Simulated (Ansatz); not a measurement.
GaP under load (space group P6_3mc), r2SCAN with spin-orbit coupling, rigid bands in Ansatz (a quantum-chemistry and plane-wave program). Condition of this run: uniaxial stress along c of 2.8 GPa (compression positive) (the target of the relaxation). Band gap 1.57 eV, N_c = 4.69e18 cm⁻³ and N_v = 1.54e19 cm⁻³ at 300 K, conductivity masses along y (a = (3.84, 0.00, 0.00) Å; b = (-1.92, 3.33, 0.00) Å; c = (0.00, 0.00, 6.22) Å) of 0.151 mₑ (electrons) and 0.652 mₑ (holes). Take k_BT = 0.02585 eV.

Task: What thermal injection velocity √(2k_BT/πm) limits a ballistic channel along the direction named?

Result: 1.38e7 cm/s for electrons and 6.66e6 cm/s for holes, a ratio of √(m_h/m_e) = 2.08, for dilute carriers.

Task: Find the intrinsic carrier density and the intrinsic Fermi level.

Result: n_i = √(N_c N_v) exp(−E_g/2k_BT) = 8.50e18 × exp(−30.37) = 5.5e5 cm⁻³. The level lies (k_BT/2) ln(N_v/N_c) = 15 meV from mid-gap (positive towards the conduction band). Each 0.1 eV added to the gap lowers n_i by a factor of 6.9.

Task: What built-in voltage has an abrupt junction with N_A = 1e16 and N_D = 1e17 cm⁻³, all dopants ionised?

Result: V_bi = E_g/e − (k_BT/e) ln(N_c N_v/(N_A N_D)) = 1.57 − 0.02585 × 11.19 = 1.28 V, for the computed gap.

Rigid bands with the computed gap; masses take one relaxation time for all states. Geometry: cell and atoms relaxed with PBEsol.
